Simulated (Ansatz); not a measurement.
## A computed series for CrCuO2: element substitutions

The reference is CrCuO2 (space group R-3m, No. 166; a = 2.9638 Å, c = 16.9204 Å (hexagonal axes); ferromagnetic).

Each row replaces one element on all its sites; cell and atoms are relaxed.

The values are results of Kohn–Sham DFT with the PBEsol functional, run in Ansatz (a first-principles code) with PAW and 420 eV plane waves, no spin-orbit coupling, not measurements.

Candidates:
(a) O → Te
(b) Cu → Co
(c) Cr → Tl

Before the change:

```
Property              Result
-------------------  -------
Lattice parameter a  2.964 Å
```

Task: Order them by lattice parameter a, highest first.

Result: (a) O → Te (3.954 Å), (c) Cr → Tl (3.482 Å), (b) Cu → Co (2.891 Å)

Stability against distortions was not tested. As relaxed here, CrCuTe2 is a hypothetical phase, not in the database extracts checked. For TlCuO2 in this form, whether it has been made was not checked. Seeded moments were not kept for Cu → Co. No Hubbard U is applied and the magnetic state is the run's own (CrCuO2 ferromagnetic; CrCoO2 ferrimagnetic; TlCuO2 not spin-polarised); other magnetic orders, which need larger cells, were not tried and can change the gap. Spin-polarised in the final run: CrCuTe2, base and CrCoO2; the other runs are not.
